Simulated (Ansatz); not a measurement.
# A computed series for MgS: response to strain

Start from MgS in the rock salt structure (space group Fm-3m, No. 225; a = 5.182 Å). Axes: x, y, z lie along the cube axes.

Strains are applied to the cell and any free atomic positions relax.

The values are results of Ansatz (a quantum-chemistry and plane-wave program) PBEsol, no SOC, not measurements.

```json
[
 {"uniaxial strain ε_zz (%)": "0", "band gap (eV)": "2.73"},
 {"uniaxial strain ε_zz (%)": "0.5", "band gap (eV)": "?"},
 {"uniaxial strain ε_zz (%)": "1", "band gap (eV)": "2.66"},
 {"uniaxial strain ε_zz (%)": "1.5", "band gap (eV)": "2.63"},
 {"uniaxial strain ε_zz (%)": "2", "band gap (eV)": "2.60"},
 {"uniaxial strain ε_zz (%)": "2.5", "band gap (eV)": "2.57"},
 {"uniaxial strain ε_zz (%)": "3", "band gap (eV)": "2.55"}
]
```

**Question.** Fit E_g = E₀ + Dε (ε in %) to the rows shown and predict the withheld row.

**Answer.** Least squares on the printed values gives E₀ = 2.72 eV, D = -60.6 meV per % of strain (largest residual 0.01 eV); this predicts 2.69 eV, and the run gives 2.69 eV, in agreement.

No phonon test of stability was made.
